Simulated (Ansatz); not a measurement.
A computed series for MgS: pressure series

Base system: MgS in the rock salt structure (space group Fm-3m, No. 225).

```yaml
crystal:
  lattice:
    - [0.00000, 2.61484, 2.61484]
    - [2.61484, 0.00000, 2.61484]
    - [2.61484, 2.61484, 0.00000]
  atoms:
    - { symbol: Mg, position: [0.00000, 0.00000, 0.00000] }
    - { symbol: S, position: [0.50000, 0.50000, 0.50000] }
```

Cell and atoms are relaxed at each pressure.

Method: DFT with PBE, PAW potentials and a 420 eV plane-wave cutoff in Ansatz (an electronic-structure program), no SOC.

Candidates:
(a) pressure −2 GPa
(b) pressure 2.1 GPa
(c) pressure 9 GPa
(d) pressure 0.9 GPa

Before the change:

The smallest direct gap is 3.60 eV.

Problem. Order them by smallest direct gap, highest first.

Solution. (c) pressure 9 GPa (4.42 eV), (b) pressure 2.1 GPa (3.81 eV), (d) pressure 0.9 GPa (3.70 eV), (a) pressure −2 GPa (3.39 eV)

Load acts through the strain it causes; cell and atoms are relaxed under it. Whether these cells are dynamically stable was not tested. No other phases were tried under pressure.
